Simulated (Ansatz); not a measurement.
Formation energy of the bound charge states of Ta_Si in metastable 2H silicon carbide (start: the Si site; 96-site cell, 2×2×2 shifted sampling) against the Fermi level, C-rich (Δμ(Si) = -0.40 eV, Δμ(Ta) = -1.19 eV, bounded by rock-salt TaC; only phases computed here count, gases as isolated molecules at 0 K). All values below come from PBE, PAW (plane waves to 420 eV; Ansatz, a program for electronic structure).

Set-up: 96-site cell; 2×2×2 shifted k-points; host gap 2.31 eV; charged states image-corrected; no spin–orbit coupling; not converged in cell size; flagged in the runs: a host whose relaxation on this sampling wasn't shown to rest.

Left out: charge −1 (level within 0.1 eV of a band edge or past it).

```tsv
E_F − E_VBM (eV)	q = +1	q = 0
0.00	2.23	4.07
0.29	2.52	4.07
0.58	2.81	4.07
0.87	3.09	4.07
1.15	3.38	4.07
1.44	3.67	4.07
1.73	3.96	4.07
2.02	4.25	4.07
2.31	4.54	4.07
```

Crossings of the lowest lines: (+1/0) at 1.84 eV.
